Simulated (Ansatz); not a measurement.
Worked example: self-consistent single point of VRu (P4mm, 2 atoms in the cell) in Ansatz (a program for electronic structure).

Method: LDA (PW92), default PAW files made with PBE (plane waves; Ansatz).

The change in words: lattice scaled by 0.98; basis.ecutrho_ratio: default → 2. Reference geometry:
```
VRu
1.0
    3.01184     0.00000     0.00000
    0.00000     3.01184     0.00000
    0.00000     0.00000     3.01184
V Ru
1 1
Direct
  0.50000   0.50000   0.51660
  0.00000   0.00000   0.00000
```
Moments meant for the start (each program seeds them in its own way; μB, in the order of the atoms V Ru): 2.0 0.0.

Reference input (self-consistent single point, DFT, LDA (PW92), plane waves, default PAW files made with PBE): basis.ecutwfc = 420 eV; kpoints.mp_grid.grid = 9 9 9; hamiltonian.xc = lda; hamiltonian.pseudopotentials = {kind: paw} (the program's default PAW files); magnetization.spin_polarized = true; scf.occupations.method = gaussian; scf.occupations.width = 0.1 eV. This run's input differs from it in these lines:

Ansatz 0.2 input:
```diff
@@ -3,5 +3,5 @@
   lattice:
-    - [3.011838, 0.000000, 0.000000]
-    - [0.000000, 3.011838, 0.000000]
-    - [0.000000, 0.000000, 3.011838]
+    - [2.951601, 0.000000, 0.000000]
+    - [0.000000, 2.951601, 0.000000]
+    - [0.000000, 0.000000, 2.951601]
   atoms:
@@ -11,2 +11,3 @@
   ecutwfc: 420.0
+  ecutrho_ratio: 2
 kpoints:
```

Output (repeated stretches shortened):

```
SCF iter   1: F=—  HF=-8621.187516 eV  |F-HF|=—  |Δ(HF+E_count)|=         —  Δρ=1.36e-1 (↑1.36e-1 ↓9.69e-2)  dr2=4.68e0  dr2_m=2.17e0  M=0.182 μB ∫|m|=0.230 μB  β_m=0.30  ethr=3.10e-3  ⟨swp⟩=5.0  Hψ=11665  notcnv=0
Mixer restart at iter 1: flushing history
all-band conjugate gradients solve this SCF's bands
preconditioner: auto → none
   [... lines left out ...]
SCF iter  14: F=—  HF=-8619.167672 eV  |F-HF|=—  |Δ(HF+E_count)|=  6.51e-10  Δρ=2.42e-7 (↑2.42e-7 ↓2.00e-7)  dr2=2.13e-11  dr2_m=4.32e-12  M=-0.000 μB ∫|m|=0.000 μB  β_m=0.79  ethr=7.83e-12  ⟨swp⟩=2.1  Hψ=4334  notcnv=0  defer=66
SCF iter  15: F=-8619.167672 eV  HF=-8619.167672 eV  |F-HF|=4.37e-11  |Δ(HF+E_count)|=    0.00e0  Δρ=1.87e-7 (↑1.87e-7 ↓1.71e-7)  dr2=4.70e-11  dr2_m=3.07e-13  M=0.000 μB ∫|m|=0.000 μB  ethr=1.00e-12  ⟨swp⟩=3.1  Hψ=7662  notcnv=0
SCF 1 converged in 15 iterations: F = -8619.167672 eV  dr2 = 4.70e-11
Crystal: 2 atoms, lattice volume = 25.714 Å³
Starting moments: Σ|m| = 6 μB on 2 of 2 sites
SCF iter   1: F=—  HF=-8618.804281 eV  |F-HF|=—  |Δ(HF+E_count)|=         —  Δρ=2.30e-1 (↑2.30e-1 ↓1.59e-1)  dr2=1.25e1  dr2_m=7.23e0  M=1.538 μB ∫|m|=1.539 μB  β_m=0.30  ethr=3.10e-3  ⟨swp⟩=5.0  Hψ=11075  notcnv=0
preconditioner: auto → none
SCF iter   2: F=—  HF=-8618.403541 eV  |F-HF|=—  |Δ(HF+E_count)|=   4.01e-1  Δρ=1.75e-1 (↑1.75e-1 ↓1.13e-1)  dr2=1.67e0  dr2_m=4.63e0  M=1.080 μB ∫|m|=1.090 μB  β_m=0.30  ethr=3.10e-3  ⟨swp⟩=2.1  Hψ=6162  notcnv=0  defer=108
   [... lines left out ...]
spin-set hold released at iteration 7 (site moments contracting)
iter 19 did not close the SCF: its close was put off for a magnetic moment that had not settled (scf_convergence_deferred on its scf_iter line)
iter 20 did not close the SCF: its close was put off for a magnetic moment that had not settled (scf_convergence_deferred on its scf_iter line)
iter 21 did not close the SCF: its close was put off for a magnetic moment that had not settled (scf_convergence_deferred on its scf_iter line)
WARN: the starting moments were not kept: the SCF closed with an absolute magnetisation of 6.1e-6 μB, where they sum to 2 μB in size (1 site) …
Absolute magnetization: 0.0000 μB (∫|ρ↑−ρ↓|, with the PAW one-centre terms)
Free energy (F): -8619.167672 eV
Fermi energy:    21.666213 eV
   [... lines left out ...]
        0.000000       0.000000      -0.820466
  P = ⅓ Tr σ = -0.8269 GPa (-8.269 kbar)
  The stress holds the Pulay correction, which leaves out the density cutoff's part. Without it, at fixed plane waves, as pw.x and ABINIT print it …
settings of this run that can trade accuracy for cost: basis.ecutrho_ratio < 4. Do not mix this run's numbers with those of runs without the same settings …
```

The run converged, with 37 iterations in all over 2 SCF loops. Against the reference run the free energy goes down by 44.1 meV/atom, the pressure goes from -15.94 to -0.83 GPa, the largest force goes from 0.035 to 0.009 eV/Å and the size of the net moment goes from 0.10 to 0.00 μB/atom. The full log also holds: “WARN basis.ecutrho_ratio = 2 (ecutrho = 840 eV) is below the records' recommended cutoff”. The full log also holds: “iter 19 did not close the SCF: its close was put off for a magnetic moment that had not settled (scf_convergence_deferred on its scf_iter line)”.

The starting cell comes from a database of computed structures (which also holds hypothetical and non-ambient phases and stackings), without a prior relaxation at this level. Its lattice was rescaled by up to half a per cent. One atom was moved a little off its site on purpose. For this run, on top of that: lattice scaled by 0.98. The starting moments vanished: the run ended non-magnetic, which need not be the lowest state. The program warned that a starting moment was not kept. Ansatz's pressure includes its estimate of the finite-basis (Pulay) stress. The cutoff lies below the one recommended for these files.
